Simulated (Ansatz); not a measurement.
How the bulk modulus B0 of BeS (model structure, started from the rocksalt type, Fm-3m, No. 225, 2 atoms in the cell) moves with the method

No measured value is used here.

```csv
level (code),value (GPa),cell (Å³/atom)
LDA (Ansatz),___,11.82
PBEsol (Ansatz),114,12.09
r²SCAN (Ansatz),111,12.44
```

### Question
What belongs in the gaps?

### Answer

- LDA (Ansatz, a program for electronic structure), value (GPa): 119

LDA, PBEsol, r²SCAN: the bulk modulus is −V dP/dV from two relaxed cells at ±2 % in volume. Each level is taken at its own relaxed cell. Cutoffs differ between the levels. Ansatz's density-functional and Hartree–Fock values are scalar-relativistic unless marked +SOC, with PAW data made under PBE.

A model structure was made by putting elements into a prototype or built by hand; it is no filed structure, need not be a known phase, and can be a saddle point held by its symmetry.
